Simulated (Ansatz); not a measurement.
## A computed series for BP: response to strain

Consider BP in the zinc blende structure (space group F-43m, No. 216).

```
CELL_PARAMETERS angstrom
      0.00000     2.26829     2.26829
      2.26829     0.00000     2.26829
      2.26829     2.26829     0.00000
ATOMIC_POSITIONS crystal
  P  0.25000 0.25000 0.25000
  B  0.00000 0.00000 0.00000
```

Cartesian axes are those of the cell as printed.

Strains are applied to the cell and any free atomic positions relax; under biaxial strain the out-of-plane vector relaxes too.

Computed with r2SCAN (Ansatz, a program for electronic structure), spin-orbit coupling left out.

Before the change:

The band gap is 1.41 eV.

Question: The aim is a band gap between 0.53 eV and 0.57 eV. Which of these changes reaches it?
A) biaxial strain +4.10 %, plane normal [111], relaxed out of plane
B) isotropic strain +3.28 %
C) tensor shear ε_yz = −3.66 %
D) biaxial strain −0.43 %, plane normal [001], relaxed out of plane

Answer: C, tensor shear ε_yz = −3.66 %. It gives 0.55 eV; isotropic strain +3.28 % gives 1.54 eV; biaxial strain −0.43 %, plane normal [001], relaxed out of plane gives 1.35 eV; biaxial strain +4.10 %, plane normal [111], relaxed out of plane gives 1.27 eV. Changes not listed may reach it too

Whether these cells are dynamically stable was not tested.
